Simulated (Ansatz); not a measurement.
Start from PtS₂ in the CdI2 type structure (space group P-3m1, No. 164; a = 3.552 Å, c = 5.128 Å; layered, stacked along the Cartesian z axis).

All numbers come from Ansatz (a first-principles code), r2SCAN+rVV10, PAW, cutoff 500 eV, spin-orbit coupling left out.

For the base:

```
Property              Result
-------------------  -------
Lattice parameter a  3.552 Å
```

Modification: Te takes the place of Pt on all its sites, then cell and atoms are relaxed.

Estimate the effect on the electron mass.

The electron mass amounts to 0.42 mₑ along k, 0.12 mₑ across (at A).

Predict the new lattice parameter a.

The lattice parameter a rises by 0.243 Å (3.552 Å → 3.795 Å).

With Pt and Te present, leaving out spin-orbit coupling can change the band edges. The levels and masses belong to the bands next to the band gap. Masses are band curvatures over ±0.01 Å⁻¹ around the edge. Along k means along the line from Γ to the band edge. Stability against distortions was not tested. As relaxed here, TeS2 is a hypothetical phase, not in the database extracts checked.
